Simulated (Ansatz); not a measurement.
Input and output of a relaxation of cell and atoms for LaNi₂B₂C (I4/mmm, 6 atoms in the cell) (Ansatz, a program for electronic structure).

Method: LDA (PW92), PAW files made with PBE (plane waves; Ansatz).

```xyz
6
Lattice="-1.8892 1.8892 4.9092 1.8892 -1.8892 4.9092 1.8892 1.8892 -4.9092" Properties=species:S:1:pos:R:3 pbc="T T T"
La     0.0000     0.0000     0.0000
Ni     0.0000     1.8892     2.4546
Ni     1.8892     0.0000     2.4546
B      0.0000     0.0000     3.4181
B      0.0000     0.0000     6.4003
C      0.0000     0.0000     4.9092
```

Reference input (self-consistent single point, DFT, LDA (PW92), plane waves, PAW files made with PBE): kpoints.mp_grid.grid = 8 8 8; hamiltonian.xc = lda; hamiltonian.pseudopotentials = {kind: paw} (the program's default PAW files); scf.occupations.method = fermi_dirac; scf.occupations.width = 0.1 eV. This run's input differs from it in these lines:

```diff
@@ -19,2 +19,4 @@
   occupations: { method: fermi_dirac, width: 0.1 }
+relax:
+  cell: {}
 output:
```

The program printed (abridged):

```
   [... SCF lines of the steps left out ...]
relax step   1: F+E_penalty+E_count = -18168.41064677 eV  Δ(F+E_penalty+E_count) = +0.000e0 eV  max|allowed force component| = 4.451e-2 eV/Å  Δτ_max = 0.0000 Å  P = -8.725 GPa  Ω = 70.086 Å³  (9 SCF iters, dr2 threshold 1.00e-7 eV, accepted)
relax step   2: F+E_penalty+E_count = -18168.50775610 eV  Δ(F+E_penalty+E_count) = -9.711e-2 eV  max|allowed force component| = 1.971e-1 eV/Å  Δτ_max = 0.0014 Å  P = -1.158 GPa  Ω = 67.133 Å³  energy of the carried Pulay correction = +2.355e-3 eV  [...]
   [... lines left out ...]
relax step   7: F+E_penalty+E_count = -18168.51045522 eV  Δ(F+E_penalty+E_count) = -1.604e-5 eV  max|allowed force component| = 1.683e-5 eV/Å  Δτ_max = 0.0001 Å  P = -0.000 GPa  Ω = 66.607 Å³  energy of the carried Pulay correction = +1.336e-5 eV  [...]
relax step   8: F+E_penalty+E_count = -18168.51043257 eV  Δ(F+E_penalty+E_count) = +2.265e-5 eV  max|allowed force component| = 2.613e-5 eV/Å  Δτ_max = 0.0000 Å  P = -0.000 GPa  Ω = 66.607 Å³  stress off target by 2.31e-4 GPa  SCF on the basis [...]
basis re-selected at this cell: Δ(F+E_penalty+E_count) = +2.265e-5 eV, ΔP = -0.000 GPa vs the last step
the relaxation is at rest under the 16 symmetry operations that the run kept from its start: a minimum is not shown …
Stability not checked: this state was not tested for a lower state beside it, because too few of the mixer's solves of this state at the end of the SCF gave a …
Free energy (F): -18168.510433 eV
Internal energy: -18168.434034 eV  (E = F + TS)
   [... lines left out ...]
Fermi energy:    14.999817 eV
  cell:  # Å, volume = 66.6071 Å³
   [... lines left out ...]
    - { symbol: Ni, position: [0.75, 0.25000000000000006, 0.5] }
    - { symbol: Ni, position: [0.25000000000000006, 0.75, 0.5] }
    - { symbol: B, position: [0.34644440234628426, 0.34644440234628426, -6.245065480397976e-35] }
    - { symbol: B, position: [0.6535555976537156, 0.6535555976537156, 3.970547725646751e-35] }
    - { symbol: C, position: [0.5, 0.5, 3.6015412929936927e-35] }
```

The run converged.  The full log also holds: “iter 5 did not close the SCF: its close was put off for the readings that it lacked (scf_convergence_deferred on its scf_iter line)”. The full log also holds: “iter 5 did not close the SCF: its close was put off for the readings that it lacked (scf_convergence_deferred on its scf_iter line)”.

Summary of the result:
```
Item                                                                                                                     Result
-----------------------------------------------  ------------------------------------------------------------------------------
Free energy E − TS (on the zero of these files)                                                                  -18168.5104 eV
Fermi level (on the code's own zero)                                                                                   15.00 eV
Pressure                                                                                                               0.00 GPa
Final cell                                       a = 5.4907 Å, b = 5.4907 Å, c = 5.4907 Å, α = 140.43°, β = 140.43°, γ = 57.20°
Final volume per atom                                                                                                  11.10 Å³
Relaxation steps                                                                                                              8
```

The starting cell comes from a database of computed structures (which also holds hypothetical and non-ambient phases and stackings), without a prior relaxation at this level. Spin polarisation is off. The relaxation keeps the symmetry of its start, so its end need not be a minimum. Ansatz's pressure includes its estimate of the finite-basis (Pulay) stress.

Keys are those of Ansatz 0.2.
